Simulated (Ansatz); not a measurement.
The starting structures come from a database of crystals and need not be the phases stable at ambient conditions.

Crystal: LaN (P6_3mc, wurtzite, not sure to be the ambient phase, 4 atoms a cell, 21.9 Å³ an atom); planes in its conventional cell.

The numbers are results of r2SCAN (plane waves, PAW; Ansatz, a program for electronic structure), not measurements.

The gap is the functional's own. No spin-orbit coupling. Mid-gap values are interpolated on the energy grid.

| plane | area of the cell (Å²) | mid-gap κ (1/Å) | largest κ in the gap (1/Å) |
|---|---|---|---|
| (110) | 42.4 | 0.26 | 0.27 |
| (001) | 14.8 | … | … |
| (100) | 24.5 | 0.26 | … |

**Question.** The slowest decay depends on the direction. Supply the withheld values.

**Answer.** 
- (001), mid-gap κ (1/Å): 0.22
- (001), largest κ in the gap (1/Å): 0.24
- (100), largest κ in the gap (1/Å): 0.28
